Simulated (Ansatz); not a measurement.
Band structure of NiBi (P6_3/mmc, 4 atoms in the cell).

```
NiBi
1.0
    4.06194     0.00000     0.00000
   -2.03097     3.51774     0.00000
    0.00000     0.00000     5.17249
Ni Bi
2 2
Direct
  0.00000   0.00000   0.50000
  0.00000   0.00000   0.00000
  0.33333   0.66667   0.25000
  0.66667   0.33333   0.75000
```

Level of theory: LDA (PW92), PAW files made with PBE (plane waves; Ansatz, a program for electronic structure).

Settings: basis.ecutwfc = 30.9 Ry; kpoints.mp_grid.grid = 10 10 7; hamiltonian.xc = lda; hamiltonian.pseudopotentials = {kind: paw} (an earlier, softer set of the program's PAW files); scf.occupations.method = fermi_dirac; scf.occupations.width = 0.0073 Ry; kpoints.band_path.npoints = 8.

The starting cell comes from a database of computed structures (which also holds hypothetical and non-ambient phases and stackings), without a prior relaxation at this level. Its lattice was rescaled by a random factor within 2.5 % of one. Spin-orbit coupling is off. Spin polarisation is off.

Levels in eV from the Fermi level, bands 30 to 37:
| point | 30 | 31 | 32 | 33 | 34 | 35 | 36 | 37 |
|---|---|---|---|---|---|---|---|---|
| Γ | -1.09 | 0.14 | 0.85 | 0.85 | 2.55 | 2.55 | 2.87 | 3.74 |
| M | -1.59 | -1.36 | -1.13 | -1.07 | -0.73 | 1.38 | 3.71 | 4.20 |
| K | -1.32 | -1.10 | -1.10 | -0.28 | -0.28 | 0.40 | 0.40 | 3.19 |
| A | -1.77 | -0.27 | -0.27 | 2.15 | 2.15 | 2.15 | 2.15 | 4.90 |
| L | -1.66 | -1.56 | -1.56 | 0.45 | 0.45 | 1.43 | 1.43 | 5.49 |
| H | -1.73 | -1.27 | -1.27 | -1.07 | -1.07 | 4.61 | 4.61 | 7.14 |

Bands cross the Fermi level along this path, so the cell is metallic at this level.

Keys are those of Ansatz 0.2.
